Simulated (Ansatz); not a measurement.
The parent structure is GaN in the zinc blende structure (space group F-43m, No. 216; a = 4.498 Å).

Perturbation: cell and atoms relaxed at a pressure of 3 GPa.

Levels (all Ansatz, an electronic-structure program, PAW, earlier PAW set): r2SCAN (500 eV, no spin-orbit coupling); HSE06+SOC (420 eV, noncollinear with spin-orbit coupling).

The geometry is relaxed with r2SCAN.

r2SCAN valence-band top at Γ: 0.00, 0.00, 0.00 eV
r2SCAN band gap: 2.27 eV

Task: What does HSE06+SOC give at this geometry for the valence-band top at Γ and band gap?

Result: The valence-band top at Γ (three highest Kramers pairs, from the VBM) changes from 0.00, 0.00, 0.00 eV to 0.00, 0.00, -0.02 eV; the band gap goes up by 0.83 eV to 3.10 eV. The threefold valence maximum splits by Δso ≈ 20 meV.

Single points use the geometry relaxed with r2SCAN. Their cutoffs differ, which shifts pressures a little. Differences between runs with and without spin-orbit coupling are approximate. Load acts through the strain it causes; cell and atoms are relaxed under it. Stability against distortions was not tested. Tetrahedral semiconductors of this kind turn to denser phases somewhere between about 1 and 50 GPa; those were not computed, so compressed cells here can lie past the real transition. This is not the structure that GaN has at room temperature and ambient pressure.
